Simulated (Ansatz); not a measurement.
Al3Sc: transverse stress against strain

Al3Sc (L1_2, Pm-3m, 16.395 Å³/atom and stress up to 0.01 GPa in the relaxed cell, cube axes along x, y and z) under a strain ε along a cube axis (axis z), the other axes held. LDA in Ansatz, a plane-wave DFT program (PAW, default set), 420 eV, 14×14×14 Γ-centred mesh, Fermi-Dirac smearing 0.10 eV; ions are relaxed, or left where forces stay under 0.02 eV/Å, within the symmetry of each cell. Stress is positive for a compressed cell.

Here s stands for strain and y for stress xx.

| strain (%) | stress xx (GPa) |
|---|---|
| -3.00 | ? |
| -1.20 | 0.57 |
| -0.60 | 0.27 |
| 0.00 | 0.00 |
| 0.60 | -0.26 |
| 1.20 | -0.50 |

Q: Fit y against s with a straight line, and predict the withheld value at s = -3.00.

A: Means: s 0, y 0.016. About the means, the sum of products is -1.6020 and the sum of squares of s is 3.6000; the slope is their ratio. Least squares gives y = 0.016 - 0.4450·s. Residuals (row less fit): 0.020, -0.013, -0.016, -0.009, 0.018; standard error 0.020 (degrees of freedom: 3). The slope gives the elastic constant C12 = about 44 GPa. At the withheld row, y = 0.016 - 0.4450 × (-3.0) = 1.351 GPa. The calculation gives 1.55 GPa, 0.199 GPa above the prediction (9.7 % of the range of y in the table). The row lies outside the fitted rows, so this is an extrapolation. From the scatter of the fitted rows alone, a prediction at this place has a standard error of 0.039 GPa, so the miss is 5.1 times that.

A polynomial of degree 2 through the 10 other runs of the series gives 1.53 there, so most of the miss is curvature that the fit leaves out. In a metal these values are sensitive to mesh and smearing; energies are taken to zero smearing, stresses follow the free energy. The runs aren't spin-polarised. Rows are the converged runs of the series near zero and its far end; series whose fitted rows scatter by over a few per cent of the range, as at a crossing or softening among them, aren't shown in this form, nor equations of state whose B0' disagrees with the runs' pressures. Most that stay on the fit to the last digits aren't either.
